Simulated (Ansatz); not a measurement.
# Hypothetical diamond Mn: pressure series

The reference is Mn in the diamond structure (space group Fd-3m, No. 227; a = 4.883 Å; non-magnetic; a hypothetical phase, not in the database extracts checked).

Cell and atoms are relaxed at each pressure.

All numbers come from Kohn–Sham DFT with the PBEsol functional, run in Ansatz (a program for electronic structure) with PAW and 420 eV plane waves, scalar-relativistic without spin-orbit coupling.

Two rows of this table had their results exchanged by mistake.

```csv
pressure,volume per atom (Å³),shortest distance (Å),band gap
pressure −2 GPa,14.74,2.123,zero
pressure −1 GPa,14.64,2.119,zero
pressure 0.3 GPa,14.52,2.113,zero
pressure 0.7 GPa,14.49,2.111,zero
pressure 1.5 GPa,13.95,2.085,zero
pressure 3 GPa,14.29,2.102,zero
pressure 5 GPa,14.13,2.094,zero
pressure 7.5 GPa,14.42,2.108,zero
pressure 10 GPa,13.77,2.076,zero
```

Task: Which two?

Result: The rows for pressure 1.5 GPa and pressure 7.5 GPa: the volume has to fall steadily with pressure, so 14.42 Å³ belongs to pressure 1.5 GPa and 13.95 Å³ to pressure 7.5 GPa.

Load acts through the strain it causes; cell and atoms are relaxed under it. No phonon test of stability was made. No other phases were tried under pressure. Seeded moments were not kept for the base. The final runs are not spin-polarised.
